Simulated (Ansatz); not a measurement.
Start from BAs in the zinc blende structure (space group F-43m, No. 216; a = 4.784 Å). Axes: x, y, z lie along the cube axes.

Computed with r2SCAN, PAW, 500 eV (Ansatz, an electronic-structure program; no spin-orbit coupling).

Strains are applied to the cell and any free atomic positions relax; under biaxial strain the out-of-plane vector relaxes too.

One change was made to it. Results:

The band gap shrinks by 0.13 eV (1.38 eV → 1.25 eV); the energy increases by 2.8 meV/atom.

Q: Which change produced these results?
A. biaxial strain −1.00 %, plane normal [001], relaxed out of plane
B. biaxial strain −3.00 %, plane normal [001], relaxed out of plane
C. biaxial strain −0.50 %, plane normal [001], relaxed out of plane
D. biaxial strain −2.50 %, plane normal [001], relaxed out of plane

A: A, biaxial strain −1.00 %, plane normal [001], relaxed out of plane. For comparison, the band gap in the other runs: biaxial strain −2.50 %, plane normal [001], relaxed out of plane gives 1.04 eV; biaxial strain −3.00 %, plane normal [001], relaxed out of plane gives 0.96 eV; biaxial strain −0.50 %, plane normal [001], relaxed out of plane gives 1.31 eV.

No phonon test of stability was made.
